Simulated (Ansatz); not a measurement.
## Band gap of SnC (model structure, started from the zincblende type, F-43m, No. 216, 2 atoms in the cell) at several levels of theory

No measured value is used here.

```tsv
level (code)	value (eV)	cell (Å³/atom)
LDA (Ansatz)	0.95	15.58
PBEsol+SOC (Ansatz)	0.76 (direct)	15.95
PBE-D3(BJ) (Ansatz)	0.75	16.09
HSE06+SOC (Ansatz)	1.59 (direct)	15.95
G0W0@PBEsol (Ansatz)	1.34	15.94
```

Computed values are for a static lattice. Spin–orbit coupling is included only where a level's name says +SOC; with heavier elements it mostly lowers gaps and can invert bands.  G0W0@PBEsol: filled d or f shells below the valence bands can shift G0W0 gaps through exchange with them, which wasn't tested here. Values are at the PBEsol cell; LDA at the level's own relaxed cell; PBE-D3(BJ) at the level's own relaxed cell. Cutoffs and k meshes differ between the levels. Ansatz's density-functional and Hartree–Fock values are scalar-relativistic unless marked +SOC, with PAW data made under PBE.

A model structure was made by putting elements into a prototype or built by hand; it is no filed structure, need not be a known phase, and can be a saddle point held by its symmetry.

Ansatz is a quantum-chemistry and plane-wave program.
